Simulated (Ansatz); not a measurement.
Li3SeCl (model structure, started from the Li3OCl type, Pm-3m, No. 221, 5 atoms in the cell) was calculated with G0W0@PBEsol in Ansatz (plane waves, hard PAW, contour deformation, complete-basis limit).

Run with largest k mesh 6×6×6 (not extrapolated in the mesh).

Cell (relaxed with PBEsol):

```yaml
crystal:
  lattice:
    - [4.74892, 0.00000, 0.00000]
    - [0.00000, 4.74892, 0.00000]
    - [0.00000, 0.00000, 4.74892]
  atoms:
    - { symbol: Li, position: [0.00000, 0.50000, 0.50000] }
    - { symbol: Li, position: [0.50000, 0.00000, 0.50000] }
    - { symbol: Li, position: [0.50000, 0.50000, 0.00000] }
    - { symbol: Cl, position: [0.00000, 0.00000, 0.00000] }
    - { symbol: Se, position: [0.50000, 0.50000, 0.50000] }
```

### Question
Give the computed band gap.

### Answer

- band gap: 5.71 eV (indirect)

Note: the relaxation could raise the start's symmetry but not lower it, so the cell can be a saddle point; the gap holds a correction of +0.23 eV to the complete basis.

Spin–orbit coupling is not included.

The computed numbers hold no vibrational or temperature effects.

It cost very roughly 2.4 core-hours of CPU time.

A model structure was made by putting elements into a prototype or built by hand; it is no filed structure, need not be a known phase, and can be a saddle point held by its symmetry.

Ansatz is an electronic-structure program.
